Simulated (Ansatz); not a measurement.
**GaN: pressure series**

The parent structure is GaN in the wurtzite structure (space group P6_3mc, No. 186; a = 3.219 Å, c = 5.244 Å).

Cell and atoms are relaxed at each pressure.

Computed with PBE, PAW, 420 eV (Ansatz, a quantum-chemistry and plane-wave program; no spin-orbit coupling), earlier PAW set.

```tsv
pressure (GPa)	band gap (eV)
-2	1.63
-1	1.67
0	1.71
0.9	?
2.1	1.79
4.5	1.87
9	2.02
15	2.20
```

### Question
Fit E_g = E₀ + αP + βP² to the rows shown and predict the withheld row.

### Answer
Least squares on the printed values gives E₀ = 1.71 eV, α = 37.8 meV/GPa, β = -0.34 meV/GPa² (largest residual 0.00 eV); this predicts 1.74 eV, and the run gives 1.74 eV, in agreement.

Load acts through the strain it causes; cell and atoms are relaxed under it. Stability against distortions was not tested. Tetrahedral semiconductors of this kind turn to denser phases somewhere between about 1 and 50 GPa; those were not computed, so compressed cells here can lie past the real transition.
